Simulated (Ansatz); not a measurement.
Tunnelling through a barrier is set by its complex band structure: the current falls as exp(−2κd) with the smallest κ.

```yaml
crystal:
  lattice:
    - [3.67217, 0.00000, 0.00000]
    - [0.00000, 3.67217, 0.00000]
    - [0.00000, 0.00000, 5.22516]
  atoms:
    - { symbol: Zr, position: [0.00000, 0.00000, 0.00000] }
    - { symbol: Zr, position: [0.50000, 0.50000, 0.50000] }
    - { symbol: O, position: [0.00000, 0.50000, 0.30177] }
    - { symbol: O, position: [0.00000, 0.50000, 0.80177] }
    - { symbol: O, position: [0.50000, 0.00000, 0.19823] }
    - { symbol: O, position: [0.50000, 0.00000, 0.69823] }
```

The cell is strained (lengths across the current scaled by 1.02, ions clamped); by r2SCAN it stands under a pressure of -9.5 GPa.

Transport runs along the normal of the first two printed cell vectors, the (001) (indices of the unstrained crystal) plane of the conventional cell.

No gap correction and no spin-orbit coupling; mid-gap is the computed energy nearest the middle.

**Question.** Give the band gap and the smallest decay constant κ at mid-gap that Ansatz (a quantum-chemistry and plane-wave program) with r2SCAN yields.

**Answer.** Gap 4.27 eV on a 8×8×6 mesh; κ = 0.368 1/Å, at the zone centre.
